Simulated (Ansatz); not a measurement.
L1₂ (Cu3Au-type) Ni₃Si, treated with PBE (plane waves, PAW; Ansatz, a quantum-chemistry and plane-wave program).

Settings: plane-wave cutoff 520 eV, 18×18×18 k mesh, Fermi–Dirac smearing 0.021 eV (set by the program), no spin polarisation, scalar-relativistic PAW data made under PBE.

Cell (relaxed at this level):

```cif
data_Ni3Si
_chemical_formula_sum 'Si1 Ni3'
_space_group_name_H-M_alt 'P 1'
_space_group_IT_number 1
_cell_length_a 3.50628
_cell_length_b 3.50628
_cell_length_c 3.50628
_cell_angle_alpha 90.000
_cell_angle_beta 90.000
_cell_angle_gamma 90.000
loop_
_space_group_symop_operation_xyz
  'x, y, z'
loop_
_atom_site_label
_atom_site_type_symbol
_atom_site_fract_x
_atom_site_fract_y
_atom_site_fract_z
_atom_site_occupancy
Si1 Si 0.00000 0.00000 0.00000 1
Ni1 Ni 0.00000 0.50000 0.50000 1
Ni2 Ni 0.50000 0.00000 0.50000 1
Ni3 Ni 0.50000 0.50000 0.00000 1
```

Question: Predict the elastic constant C11, Voigt–Reuss–Hill bulk modulus, Young modulus, Poisson ratio, elastic constant C12 and elastic constant C44.

Answer: 
- elastic constant C11 = 312 GPa
- Voigt–Reuss–Hill bulk modulus = 214 GPa
- Young modulus = 269 GPa
- Poisson ratio = 0.290
- elastic constant C12 = 164 GPa
- elastic constant C44 = 131 GPa

Elastic constants are with the ions relaxed.

Static lattice: no zero-point or thermal effects.

Computing time: around 10 core-minutes (rough).
